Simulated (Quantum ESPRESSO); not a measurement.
# Effort and miss along a sweep of ecutwfc: Mg₁₆Al₁₂Se (R3m, 29 atoms in the cell)

Cell: a = 9.0679 Å, b = 9.0679 Å, c = 9.0679 Å, α = 108.87°, β = 108.87°, γ = 108.87°.

Level of theory: PBEsol, GBRV 1.5 ultrasoft (PBESOL) pseudopotentials (plane waves; Quantum ESPRESSO 7.5).

Base settings: ecutwfc = 40 Ry; ecutrho = 200 Ry; occupations = smearing; smearing = gauss; degauss = 0.0073499 Ry; potentials = {Mg: mg_pbesol_v1.4.uspp.F.UPF, Al: al_pbesol_v1.uspp.F.UPF, Se: se_pbesol_v1.uspp.F.UPF}; K_POINTS = automatic 3 3 3 0 0 0; conv_thr = 1e-09 Ry; mixing_beta = 0.7.

Misses are taken against the tightest run, 52 Ry (ecutrho: 200 Ry → 260 Ry), which need not be fully converged itself. The energy is the free energy per atom.

The count of work is k-points × plane waves × bands × iterations; it is no time, and leaves out set-up, grids and terms that scale otherwise. Core times come from one kind of shared machine and are given to one figure; runs under 30 s give none.

The starting cell comes from a database of computed structures (which also holds hypothetical and non-ambient phases and stackings), without a prior relaxation at this level. The run gives no clean gap (levels at the Fermi energy touch, overlap or are partly filled at this smearing), which alone does not show that the compound is a metal.

The runs (ecutwfc): 16 Ry (ecutrho: 200 Ry → 80 Ry) | 20 Ry (ecutrho: 200 Ry → 100 Ry) | 24 Ry (ecutrho: 200 Ry → 120 Ry) | 28 Ry (ecutrho: 200 Ry → 140 Ry) | 32 Ry (ecutrho: 200 Ry → 160 Ry) | 36 Ry (ecutrho: 200 Ry → 180 Ry) | 40 Ry | 46 Ry (ecutrho: 200 Ry → 230 Ry) | 52 Ry (ecutrho: 200 Ry → 260 Ry).

Problem. Which is the coarsest setting among those run that, with all tighter ones, holds the energy within 10 meV/atom of the reference, and what does it save?

Solution. 36 Ry (ecutrho: 200 Ry → 180 Ry), off by 3.7 meV/atom; its saving against the reference is no more than about a factor of 2 in the count of work.

Problem. What does the step from 24 Ry (ecutrho: 200 Ry → 120 Ry) to 46 Ry (ecutrho: 200 Ry → 230 Ry) buy?

Solution. It takes the miss in the energy from 830 to 1.2 meV/atom, for 2.6 times the count of work and roughly 3 times the time.

| ecutwfc | energy less reference (meV/atom) | pressure less reference (GPa) | largest difference in the force on any atom (eV/Å) | count of work / reference | core time / reference (rough) |
|---|---|---|---|---|---|
| 16 Ry (ecutrho: 200 Ry → 80 Ry) | 13251.12 | -374.09 | 0.168 | 0.17 | 0.3 |
| 20 Ry (ecutrho: 200 Ry → 100 Ry) | 3438.09 | -124.47 | 0.017 | 0.22 | 0.3 |
| 24 Ry (ecutrho: 200 Ry → 120 Ry) | 833.73 | -39.05 | 0.009 | 0.32 | 0.4 |
| 28 Ry (ecutrho: 200 Ry → 140 Ry) | 173.37 | -10.88 | 0.003 | 0.40 | 0.5 |
| 32 Ry (ecutrho: 200 Ry → 160 Ry) | 27.15 | -2.33 | 0.001 | 0.48 | 0.7 |
| 36 Ry (ecutrho: 200 Ry → 180 Ry) | 3.67 | -0.24 | 0.000 | 0.58 | 0.8 |
| 40 Ry | 2.10 | 0.03 | 0.000 | 0.67 | 0.7 |
| 46 Ry (ecutrho: 200 Ry → 230 Ry) | 1.17 | -0.03 | 0.000 | 0.83 | 1 |
| 52 Ry (ecutrho: 200 Ry → 260 Ry) | 0.00 | 0.00 | 0.000 | 1.0 | 1 |
